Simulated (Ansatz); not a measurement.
Take TiPt₃ in the Cu3Au type structure (space group Pm-3m, No. 221; relaxed with 0.1 eV smearing) as the base.

```
TiPt3
1.0
    3.89962     0.00000     0.00000
    0.00000     3.89962     0.00000
    0.00000     0.00000     3.89962
Ti Pt
1 3
Cartesian
  0.00000   0.00000   0.00000
  0.00000   1.94981   1.94981
  1.94981   0.00000   1.94981
  1.94981   1.94981   0.00000
```

Calculations: DFT with PBEsol, PAW potentials and a 420 eV plane-wave cutoff in Ansatz (an electronic-structure program), scalar-relativistic without spin-orbit coupling.

Strains are applied to the cell and any free atomic positions relax.

One change was made to it. Results:

| quantity | base | after |
|---|---|---|
| pressure | 0.0 GPa | -4.6 GPa |
| band gap | zero | zero |
| energy relative to the base (free energy F) | 0 meV/atom | +3.9 meV/atom |

**Question.** What was done to the base?
A) isotropic strain +1.80 %
B) isotropic strain +1.20 %
C) isotropic strain +0.60 %

**Answer.** C, isotropic strain +0.60 %. For comparison, the energy relative to the base in the other runs: isotropic strain +1.20 % gives +15 meV/atom; isotropic strain +1.80 % gives +33 meV/atom.

Whether these cells are dynamically stable was not tested. The final runs are not spin-polarised.
